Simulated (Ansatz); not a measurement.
System: Mo-vacancy pair (Mo on one host Ru site, one Ru site vacant) in hcp Ru (neutral cell). These are PBE, PAW (plane waves to 420 eV; Ansatz, a first-principles code) values and carry that method's errors.

Settings: 36 host sites, the relaxed PBE lattice, a 2×2×2 k-point mesh shifted by half a step along c, smearing 0.10 eV, spin-restricted, no image-charge correction. Static, classical nuclei. Forms of the defect that were not tried may lie lower.

Barriers: single points on a 4×4×4 k-point mesh shifted by half a step along c at the bands' geometries (they differ from the bands' own by up to 0.25 eV, and are uncertain by about as much).

A. direct exchange of Mo with the vacancy (Mo-vacancy distance between ideal sites 2.66 Å throughout); the atom moves 2.51 Å along (-0.63, -0.32, 0.47) of the unit cell; the moving atom starts with neighbours 2 Ru at 2.65, 2 Ru at 2.67, 3 Ru at 2.71, 2 Ru at 2.73, 2 Ru at 2.76 Å and ends with 2 Ru at 2.65, 2 Ru at 2.67, 3 Ru at 2.71, 2 Ru at 2.73, 2 Ru at 2.76 Å; saddle order first order.
B. direct exchange of Mo with the vacancy (Mo-vacancy distance between ideal sites 2.72 Å throughout); the atom moves 2.69 Å along (-0.99, 0.00, 0.00) of the unit cell; the moving atom starts with neighbours 2 Ru at 2.67, 4 Ru at 2.68, 2 Ru at 2.73, 2 Ru at 2.74, Ru at 2.74 Å and ends with 2 Ru at 2.67, 4 Ru at 2.68, 2 Ru at 2.73, 2 Ru at 2.74, Ru at 2.74 Å; saddle order first order.

Q: Put the candidates in order of forward barrier, lowest first, for PBE, PAW.

A: A (1.64 eV), B (1.97 eV)
